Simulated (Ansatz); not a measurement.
A self-consistent single point of V3Ir (Pmm2, 8 atoms in the cell) with Ansatz (a program for electronic structure).

Method of the run: PBEsol, default PAW files made with PBE (plane waves; Ansatz).

```
V3Ir
1.0
    4.73891     0.00000     0.00000
    0.00000     4.73891     0.00000
    0.00000     0.00000     4.73891
V Ir
6 2
Direct
  0.50000   0.25000   0.00000
  0.50000   0.75000   0.00000
  0.26055   0.00000   0.50000
  0.75000   0.00000   0.50000
  0.00000   0.50000   0.25000
  0.00000   0.50000   0.75000
  0.50000   0.50000   0.50000
  0.00000   0.00000   0.00000
```

Reference input (self-consistent single point, DFT, PBEsol, plane waves, default PAW files made with PBE): basis.ecutwfc = 420 eV; kpoints.mp_grid.grid = 5 5 5; hamiltonian.xc = pbesol; hamiltonian.pseudopotentials = {kind: paw} (the program's default PAW files); scf.occupations.method = gaussian; scf.occupations.width = 0.1 eV. This run's input differs from it in these lines:

Ansatz 0.2 input:
```diff
@@ -17,3 +17,3 @@
 kpoints:
-  mp_grid: { grid: [5, 5, 5] }
+  mp_grid: { grid: [5, 5, 5], shift: [0.5, 0.5, 0.5] }
 hamiltonian:
```

Log, with long lists cut:

```
SCF iter   1: F=—  HF=-40913.904090 eV  |F-HF|=—  |Δ(HF+E_count)|=         —  Δρ=1.18e-2  dr2=9.70e-2  ethr=1.77e-3  ⟨swp⟩=4.0  Hψ=5850  notcnv=0
all-band conjugate gradients solve this SCF's bands
preconditioner: auto → Resta (q_TF=auto, 2.752 Å⁻¹)
SCF iter   2: F=—  HF=-40913.877760 eV  |F-HF|=—  |Δ(HF+E_count)|=   2.63e-2  Δρ=4.27e-3  dr2=1.13e-2  ethr=8.66e-5  ⟨swp⟩=2.0  Hψ=2949  notcnv=0  defer=100
SCF iter   3: F=—  HF=-40913.874843 eV  |F-HF|=—  |Δ(HF+E_count)|=   2.92e-3  Δρ=9.96e-4  dr2=3.83e-4  ethr=1.01e-5  ⟨swp⟩=2.0  Hψ=2335  notcnv=0  defer=100
SCF iter   4: F=—  HF=-40913.874845 eV  |F-HF|=—  |Δ(HF+E_count)|=   2.10e-6  Δρ=1.75e-4  dr2=1.84e-5  ethr=3.42e-7  ⟨swp⟩=2.0  Hψ=2349  notcnv=0  defer=100
SCF iter   5: F=—  HF=-40913.875166 eV  |F-HF|=—  |Δ(HF+E_count)|=   3.21e-4  Δρ=3.41e-5  dr2=8.75e-7  ethr=1.64e-8  ⟨swp⟩=2.3  Hψ=2284  notcnv=0  defer=100
SCF iter   6: F=-40913.875166 eV  HF=-40913.875166 eV  |F-HF|=2.56e-8  |Δ(HF+E_count)|=   1.25e-7  Δρ=1.00e-5  dr2=7.82e-8  ethr=8.93e-11  ⟨swp⟩=8.1  Hψ=6532  notcnv=0
SCF 1 converged in 6 iterations: F = -40913.875166 eV  dr2 = 7.82e-8
Free energy (F): -40913.875166 eV
Internal energy: -40913.862197 eV  (E = F + TS)
E sigma→0 (E₀):  -40913.868681 eV
Entropy (-TS):   -0.012969 eV (-1.621 meV/atom)
Fermi energy:    19.554726 eV
--- Forces (eV/Å), atoms counted from 1 ---
  atom   1  V      0.01441904     0.00105338     0.00000000
  atom   2  V      0.01441904    -0.00105338     0.00000000
  atom   3  V     -0.64998133     0.00000000     0.00000000
  atom   4  V      0.41084949     0.00000000     0.00000000
  atom   5  V      0.01478254     0.00000000    -0.00220195
  atom   6  V      0.01478254     0.00000000     0.00220195
  atom   7  Ir     0.09480960     0.00000000     0.00000000
  atom   8  Ir     0.08591782     0.00000000     0.00000000
--- Stress (GPa, compression-positive) ---
       -1.663050       0.000000       0.000000
        0.000000      -1.356812       0.000000
        0.000000       0.000000      -2.085838
  P = ⅓ Tr σ = -1.7019 GPa (-17.019 kbar)
  The stress holds the Pulay correction. Without it, at fixed plane waves, as pw.x and ABINIT print it: P = -1.7861 GPa
```

The run converged in 6 iterations. Against the reference run the free energy falls by 12.3 meV/atom, the pressure goes from -1.35 to -1.70 GPa and the largest force goes from 0.601 to 0.650 eV/Å.

The starting cell comes from a database of computed structures (which also holds hypothetical and non-ambient phases and stackings), without a prior relaxation at this level. Its lattice was rescaled by up to half a per cent. One atom was moved a little off its site on purpose. Spin polarisation is off. Ansatz's pressure includes its estimate of the finite-basis (Pulay) stress.
